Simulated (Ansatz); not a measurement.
SrTiO3: pressure series

The reference is SrTiO₃ in the cubic perovskite structure (space group Pm-3m, No. 221; a = 3.936 Å).

Cell and atoms are relaxed at each pressure.

Levels (all Ansatz, an electronic-structure program, PAW, earlier PAW set): PBE (420 eV, no spin-orbit coupling); r2SCAN (500 eV, scalar-relativistic without spin-orbit coupling).

The base cell above is that of PBE; each level relaxes its own structures.

```json
[
 {"case": "pressure −2 GPa", "volume per atom, PBE": "12.35 Å³", "volume per atom, r2SCAN": "___"},
 {"case": "pressure −1 GPa", "volume per atom, PBE": "12.27 Å³", "volume per atom, r2SCAN": "___"},
 {"case": "pressure 0.3 GPa", "volume per atom, PBE": "12.18 Å³", "volume per atom, r2SCAN": "11.91 Å³"},
 {"case": "pressure 0.7 GPa", "volume per atom, PBE": "12.15 Å³", "volume per atom, r2SCAN": "___"},
 {"case": "pressure 1.5 GPa", "volume per atom, PBE": "12.10 Å³", "volume per atom, r2SCAN": "11.84 Å³"},
 {"case": "pressure 3 GPa", "volume per atom, PBE": "12.00 Å³", "volume per atom, r2SCAN": "___"},
 {"case": "pressure 5 GPa", "volume per atom, PBE": "11.87 Å³", "volume per atom, r2SCAN": "11.64 Å³"},
 {"case": "pressure 10 GPa", "volume per atom, PBE": "11.58 Å³", "volume per atom, r2SCAN": "11.38 Å³"}
]
```

Problem. Some entries are withheld; estimate them.

Solution. 
- pressure −2 GPa, volume per atom, r2SCAN: 12.06 Å³
- pressure −1 GPa, volume per atom, r2SCAN: 12.00 Å³
- pressure 0.7 GPa, volume per atom, r2SCAN: 11.89 Å³
- pressure 3 GPa, volume per atom, r2SCAN: 11.75 Å³

PBE lies above r2SCAN in every row, by 0.20 Å³ to 0.29 Å³. They put the cases in the same order.

Load acts through the strain it causes; cell and atoms are relaxed under it. Stability against distortions was not tested. Competing high-pressure phases were not computed. All final runs are without spin polarisation. Many cubic perovskites are stable only at high temperature; tilts and polar distortions were not tested.
